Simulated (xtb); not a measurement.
xtb 6.7.1, GFN2-xTB: Ba(Br)(amdMe) (CC1[N](C)[Ba]([Br])<-[N]=1C), 17 atoms. The geometry is a generated start, not checked to be a minimum at this level.

| Property | Result |
|---|---|
| run flags | --grad |
| method | GFN2-xTB |
| --acc | 1 (default) |
| --etemp (K) | 300 (default) |
| basis functions | 53 |
| valence electrons | 44 |

```xyz
17

Ba     0.7128    -1.2792     2.4024
Br     3.4987    -1.4939     2.2831
C     -0.6093     0.6633    -1.1986
C     -0.1822    -0.0230     0.0812
N      0.1080     0.6724     1.1560
C      0.0667     2.1141     1.1412
N     -0.0810    -1.3303     0.1458
C     -0.3436    -2.1532    -1.0094
H     -1.2722     0.0252    -1.7763
H      0.2791     0.8793    -1.7940
H     -1.1230     1.5960    -0.9833
H      0.4684     2.4661     2.0931
H      0.6711     2.5428     0.3330
H     -0.9594     2.4960     1.0493
H     -0.0791    -3.1807    -0.7500
H     -1.4064    -2.1409    -1.2916
H      0.2512    -1.8540    -1.8819
```

One run each on 1 thread. Values of broydamp tried: 0.02, 0.05, 0.1, 0.2, 0.4 (default), 0.6, 0.8, 1.

**Question.** Which value of broydamp needs the fewest SCC iterations, and what happens away from it?

**Answer.** Fewest SCC iterations, within one of each other: 0.1 with 24, 0.2 with 23. The count rises to 39 at 0.02. All converge to one solution.

```json
[
 {"broydamp": "0.02", "SCC iterations": "39", "end": "same solution"},
 {"broydamp": "0.05", "SCC iterations": "31", "end": "same solution"},
 {"broydamp": "0.1", "SCC iterations": "24", "end": "same solution"},
 {"broydamp": "0.2", "SCC iterations": "23", "end": "same solution"},
 {"broydamp": "0.4 (default)", "SCC iterations": "25", "end": "same solution"},
 {"broydamp": "0.6", "SCC iterations": "25", "end": "same solution"},
 {"broydamp": "0.8", "SCC iterations": "32", "end": "same solution"},
 {"broydamp": "1", "SCC iterations": "37", "end": "same solution"}
]
```
